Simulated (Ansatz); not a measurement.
Take CsPbCl3 in the cubic perovskite structure (space group Pm-3m, No. 221) as the base.

CsPbCl3 has the cubic space group Pm-3m (No. 221), the cubic perovskite structure, Pearson symbol cP5. Lattice parameters: a = b = c = 5.6731 Å, α = β = γ = 90.00°. Cs on 1a is surrounded by 12 Cl at 4.011 Å (cuboctahedral). Pb on 1b has 6 Cl at 2.837 Å (octahedral). Cl on 3c is surrounded by 2 Pb at 2.837 Å and 4 Cs at 4.011 Å (octahedral). (Neighbours: up to the widest gap in distance over summed covalent radii, below 1.35, at either atom; cation-cation and far metal-metal contacts left out.)

Calculations: Ansatz (a quantum-chemistry and plane-wave program) r2SCAN, no spin-orbit coupling.

Base values:

Valley order: R along ⟨111⟩ 2.46 eV; Γ 3.99 eV
Width of the top valence band: 2.46 eV
Electron mass: 0.12, 0.88, 0.88 mₑ (at R)

Perturbation: a hydrostatic pressure of 10 GPa.

Question: What does the calculation give for the valley order after the change?

Answer: The valley order (the lowest conduction-band minima on the path, energy above the VBM, named in the base's zone) becomes R along ⟨111⟩ 1.05 eV; Γ 2.47 eV (base: R along ⟨111⟩ 2.46 eV; Γ 3.99 eV).

Question: What does the calculation give for the width of the top valence band after the change?

Answer: The width of the top valence band goes up by 2.18 eV (2.46 eV → 4.64 eV).

Question: Predict the new electron mass.

Answer: The electron mass (degenerate bands, along [100]) changes from 0.12, 0.88, 0.88 mₑ (at R) to 0.067, 0.64, 0.64 mₑ (at R).

Spin-orbit coupling, missing from the scalar runs, can matter with Pb. Load acts through the strain it causes; cell and atoms are relaxed under it. Effective masses come from finite differences of ±0.01 Å⁻¹. Stability against distortions was not tested. Competing high-pressure phases were not computed. Many cubic perovskites are stable only at high temperature; tilts and polar distortions were not tested. This is not the structure that CsPbCl3 has at room temperature and ambient pressure.
